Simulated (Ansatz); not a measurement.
Phonon-limited resistivity of NbIr$_{3}$ (Pm-3m) against temperature in μΩ·cm, Ansatz (a program for electronic structure) with PBEsol, DFPT electron-phonon coupling, linearised Boltzmann equation, harmonic crystal at a fixed cell.

```csv
T,ρ
50 K,0.24
77 K,0.94
100 K,(withheld)
150 K,3.3
200 K,4.8
250 K,(withheld)
273 K,6.9
300 K,7.7
350 K,(withheld)
400 K,10.7
500 K,13.6
600 K,16.5
800 K,22
```

Q: Complete the blanks.

A: 
- 100 K, ρ: 1.68
- 250 K, ρ: 6.3
- 350 K, ρ: 9.2

A metal at this level (no band gap). Only scattering by harmonic phonons is included (no impurities, grain boundaries, electron-electron scattering or thermal expansion). Spin-orbit coupling is left out, which matters with elements this heavy. Halving the electron mesh (24x24x24) moves the resistivity by up to 11 %. Smearing 0.20 eV; phonons on a 4x4x4 q mesh, which this run doesn't test and which matters most at low temperature.

Formula and space group known from diffraction (Crystallography Open Database), not checked to be the room-temperature form: NbIr3 (Pm-3m).
